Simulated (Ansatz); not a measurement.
The parent structure is BAs in the zinc blende structure (space group F-43m, No. 216; a = 4.784 Å). Axes: x, y, z lie along the cube axes.

The values are results of plane-wave PAW DFT at the r2SCAN level (Ansatz, a first-principles code, 500 eV), no SOC, not measurements.

For the base:

Valence-band top at Γ: 0.00, 0.00, 0.00 eV
Band gap: 1.38 eV
Smallest direct gap: 3.44 eV

It is then changed as follows: the cell is compressed by 2.50 % along z with no lateral relaxation, atoms relaxed at fixed cell.

**Question.** Estimate the effect on the valence-band top at Γ, band gap, smallest direct gap, hole mass and stress.

**Answer.** The valence-band top at Γ (three highest levels, from the VBM) changes from 0.00, 0.00, 0.00 eV to 0.00, -0.26, -0.26 eV; the band gap falls by 0.44 eV (1.38 eV → 0.94 eV); the smallest direct gap falls by 0.26 eV, from 3.44 eV to 3.18 eV; the hole mass amounts to 0.22 mₑ along z, 0.20 mₑ across (at Γ); the stress (xx, yy, zz, yz, xz, xy; compression positive) amounts to (1.90, 1.90, 7.46, 0.00, 0.00, 0.00) GPa.

The cells carry an imposed strain or load. Effective masses come from finite differences of ±0.01 Å⁻¹. Whether these cells are dynamically stable was not tested.
